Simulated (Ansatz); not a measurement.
The parent structure is SiS2 in the 2H-MoS2 type structure (space group P6_3/mmc, No. 194; a = 3.210 Å, c = 11.768 Å; a hypothetical phase, not in the database extracts checked; layered, stacked along the Cartesian z axis).

(Cell as relaxed with PBE-D3(BJ).)

Levels (all Ansatz, a quantum-chemistry and plane-wave program, PAW, earlier PAW set): PBE-D3(BJ) (420 eV, without spin-orbit coupling); PBEsol-D3(BJ) (420 eV, no SOC).

Each level relaxes its own structure.

```
base                 PBE-D3(BJ)  PBEsol-D3(BJ)
-------------------  ----------  -------------
volume per atom        17.50 Å³       16.51 Å³
lattice parameter a     3.210 Å        3.179 Å
band gap                   zero           zero
```

The change: a negative pressure, −1 GPa.

```tsv
quantity	PBE-D3(BJ)	PBEsol-D3(BJ)
c/a ratio	3.754	?
shortest interatomic distance	2.363 Å	?
```

Problem. Given the PBE-D3(BJ) results, estimate those of PBEsol-D3(BJ).

Solution. 
- c/a ratio, PBEsol-D3(BJ): 3.601
- shortest interatomic distance, PBEsol-D3(BJ): 2.347 Å

PBE-D3(BJ)'s c/a ratio lies 0.153 above PBEsol-D3(BJ)'s; PBE-D3(BJ)'s shortest interatomic distance lies 0.016 Å above PBEsol-D3(BJ)'s (0.7 %). Neither level is exact; PBEsol-D3(BJ) is the comparison here, not a measurement.

Load acts through the strain it causes; cell and atoms are relaxed under it. Stability against distortions was not tested. All final runs are without spin polarisation. A zero or small gap of SiS2 can be the functional's error rather than a property of the material.
